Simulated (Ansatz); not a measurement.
## Harmonic thermodynamics of fcc (Cu type) Al

Per mole of formula units at the relaxed static volume; finite displacements on a 8×8×8 mesh, PBEsol density-functional theory in Ansatz (plane waves, PAW), k mesh 16×16×16, methfessel-paxton smearing of 0.15 eV; sums on an interpolated 16×16×16 mesh.  Zero-point energy 3.87 kJ/mol.

```json
[
 {"T (K)": "100", "F_vib (kJ/mol)": "3.69", "S (J/mol/K)": "6.2", "C_V (J/mol/K)": "12.2"},
 {"T (K)": "150", "F_vib (kJ/mol)": "3.23", "S (J/mol/K)": "12.3", "C_V (J/mol/K)": "17.5"},
 {"T (K)": "200", "F_vib (kJ/mol)": "2.47", "S (J/mol/K)": "17.8", "C_V (J/mol/K)": "20.3"},
 {"T (K)": "250", "F_vib (kJ/mol)": "[?]", "S (J/mol/K)": "[?]", "C_V (J/mol/K)": "[?]"},
 {"T (K)": "300", "F_vib (kJ/mol)": "0.24", "S (J/mol/K)": "26.5", "C_V (J/mol/K)": "22.7"},
 {"T (K)": "400", "F_vib (kJ/mol)": "-2.76", "S (J/mol/K)": "33.2", "C_V (J/mol/K)": "23.6"},
 {"T (K)": "600", "F_vib (kJ/mol)": "-10.44", "S (J/mol/K)": "42.9", "C_V (J/mol/K)": "24.3"},
 {"T (K)": "800", "F_vib (kJ/mol)": "-19.76", "S (J/mol/K)": "50.0", "C_V (J/mol/K)": "24.6"},
 {"T (K)": "1000", "F_vib (kJ/mol)": "-30.32", "S (J/mol/K)": "55.5", "C_V (J/mol/K)": "24.7"}
]
```

### Question
What belongs in the gaps?

### Answer

- 250, F_vib (kJ/mol): 1.46
- 250, S (J/mol/K): 22.5
- 250, C_V (J/mol/K): 21.8

Whether this phase is the stable one at each condition was not tested.

Ansatz is a quantum-chemistry and plane-wave program.
